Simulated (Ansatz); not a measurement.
Base system: Ga$_{2}$O$_{3}$ (space group C2/m, No. 12; a = 12.455 Å, b = 3.083 Å, c = 5.878 Å, α = γ = 90.00°, β = 103.70°).

(Cell as relaxed with PBE.)

Levels (all Ansatz, a first-principles code, PAW): PBE (420 eV, no spin-orbit coupling); r2SCAN (500 eV, spin-orbit coupling left out).

Each level relaxes its own structure.

```json
[
 {"quantity": "volume per atom", "PBE": "10.97 Å³", "r2SCAN": "___"},
 {"quantity": "space group", "PBE": "C2/m (No. 12)", "r2SCAN": "___"},
 {"quantity": "band gap", "PBE": "2.01 eV", "r2SCAN": "___"},
 {"quantity": "gap character", "PBE": "indirect, k = (0.455, -0.455, -1/2) in the run's primitive reciprocal basis → Γ", "r2SCAN": "___"}
]
```

Task: Predict the r2SCAN column.

Result: 
- volume per atom, r2SCAN: 10.50 Å³
- space group, r2SCAN: C2/m (No. 12)
- band gap, r2SCAN: 3.02 eV
- gap character, r2SCAN: indirect, k = (0.455, -0.455, -1/2) in the run's primitive reciprocal basis → Γ

PBE's volume per atom lies 0.461 Å³ above r2SCAN's (4.4 %); PBE's band gap lies 1.01 eV below r2SCAN's; the two agree on the space group and gap character. Neither level is exact; r2SCAN is the comparison here, not a measurement.

Whether these cells are dynamically stable was not tested.
